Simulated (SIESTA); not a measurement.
Band structure of Ti3Be (P6_3/mmc, 8 atoms in the cell).

```xyz
8
Lattice="5.4973 0.0000 0.0000 -2.7487 4.7608 0.0000 0.0000 0.0000 4.4423" Properties=species:S:1:pos:R:3 pbc="T T T"
Ti     1.4366     0.8294     3.3317
Ti     1.3120     3.9314     1.1106
Ti     0.0000     1.6589     1.1106
Ti     2.7487     3.1020     3.3317
Ti     4.0607     0.8294     3.3317
Ti    -1.3120     3.9314     1.1106
Be     2.7487     1.5869     1.1106
Be     0.0000     3.1739     3.3317
```

Computed with LDA PW92, numerical atomic orbitals DZP, PseudoDojo LDA standard norm-conserving potentials (rewritten from UPF to PSML) (SIESTA).

Settings: XC.functional = LDA; XC.authors = PW92; potentials = PseudoDojo LDA standard; PAO.BasisSize = DZP; PAO.EnergyShift = 0.005 Ry; MeshCutoff = 400 Ry; kgrid.MonkhorstPack = 5 5 6; OccupationFunction = MP; OccupationMPOrder = 0; ElectronicTemperature = 100 meV; PAO.Polarization.NonPerturbative = true; MaxSCFIterations = 150; SCF.Mixer.Method = Broyden; SCF.Mixer.Weight = 0.1.

The starting cell comes from a database of computed structures (which also holds hypothetical and non-ambient phases and stackings), without a prior relaxation at this level. Its lattice was rescaled by a random factor within 2.5 % of one. Spin polarisation is off. Values carry the incompleteness of an atom-centred basis.

Levels in eV from the Fermi level, bands 37 to 42:
| point | 37 | 38 | 39 | 40 | 41 | 42 |
|---|---|---|---|---|---|---|
| Γ | -1.16 | -0.68 | -0.68 | -0.40 | 0.40 | 0.64 |
| M | -0.64 | -0.59 | -0.51 | -0.20 | 0.00 | 0.57 |
| K | -0.50 | -0.38 | -0.38 | 0.01 | 0.01 | 0.58 |
| A | -0.45 | -0.45 | -0.37 | -0.37 | 0.20 | 0.20 |
| L | -0.34 | -0.34 | 0.17 | 0.17 | 0.25 | 0.25 |
| H | -0.23 | -0.23 | -0.23 | -0.23 | 0.13 | 0.13 |

Bands cross the Fermi level along this path, so the cell is metallic at this level.

Higher empty bands are left out: an atom-centred basis made for the valence describes them poorly.
